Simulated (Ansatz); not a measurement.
## What biaxial strain −2.50 %, plane normal [001], relaxed out of plane does to WC

Consider WC (space group P-6m2, No. 187; a = 2.884 Å, c = 2.812 Å; relaxed with 0.1 eV smearing). Axes: x lies along a and z along c of the hexagonal cell.

The change: compressive biaxial strain of 2.50 % in the plane normal to [001], as in epitaxy on a mismatched substrate; the out-of-plane cell vector and the atoms relax.

The values are results of LDA, PAW, 420 eV (Ansatz, a first-principles code; no spin-orbit coupling), not measurements. k-mesh 23×23×20 (Γ-centred); smearing 0.1 eV (Fermi–Dirac).

The volume per atom falls by 0.40 Å³, from 10.13 Å³ to 9.73 Å³ and the shortest interatomic distance shrinks by 0.022 Å, from 2.179 Å to 2.157 Å. The pressure (mean of the normal stresses, compression positive) goes from zero to 17.3 GPa and the band gap is still zero. The out-of-plane strain is +1.03 % and the ratio −ε⊥/ε∥ is 0.41. The mean in-plane stress (compression positive) is +26.0 GPa.

Final structure (turned so that z lies along the plane normal):

```
WC
1.0
    2.81220     0.00000     0.00000
    1.40610     2.43544     0.00000
    0.00000     0.00000     2.84039
W C
1 1
Direct
  0.00000   0.00000   0.00000
  0.33333   0.33333   0.50000
```

Whether these cells are dynamically stable was not tested. All final runs are without spin polarisation.
